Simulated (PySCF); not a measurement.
PySCF 2.14.0, TPSSH/def2-svp, df: Mg(OMe)(k2OAc) (C[O][Mg]1[O]C(C)=[O]->1), 13 atoms. The geometry is a generated start, not checked to be a minimum at this level.

| Quantity | Result |
|---|---|
| task | energy |
| method | tpssh |
| basis | def2-svp |
| two-electron scheme | density fitting |
| mol.max_memory | 3000 MB |
| mf.max_cycle | 100 |
| mf.init_guess | minao (default) |
| mf.DIIS | CDIIS (default) |
| mf.diis_space | 8 (default) |
| mf.conv_tol | 1e-09 (default) |
| mf.grids.level | 3 (default) |
| basis functions | 132 |
| grid points | 162032 |

```xyz
13

Mg     0.3157    -0.1309    -0.3675
O      1.1498    -0.9784    -1.5703
C      1.2912    -1.7093    -2.7440
H      0.7778    -1.2277    -3.5832
H      2.3615    -1.7760    -2.9804
H      0.8945    -2.7239    -2.6286
C     -1.2608     1.5335     2.4940
C     -0.5989     0.8436     1.3241
O     -1.3074     0.4770     0.3629
O      0.6310     0.6502     1.3544
H     -0.5659     2.2349     2.9468
H     -2.1666     2.0338     2.1642
H     -1.5220     0.7730     3.2275
```

One run each on 2 threads, 1 BLAS thread. Values of level_shift (Hartree) tried: 0 (default), 0.1, 0.3, 1.

Which value of level_shift (Hartree) needs the fewest Fock builds, and what happens away from it?

Fewest Fock builds, within one of each other: 0 (default) with 14, 0.1 with 14. The count rises to 40 at 1. All converge to one solution.

```tsv
level_shift (Hartree)	Fock builds	end
0 (default)	14	same solution
0.1	14	same solution
0.3	17	same solution
1	40	same solution
```
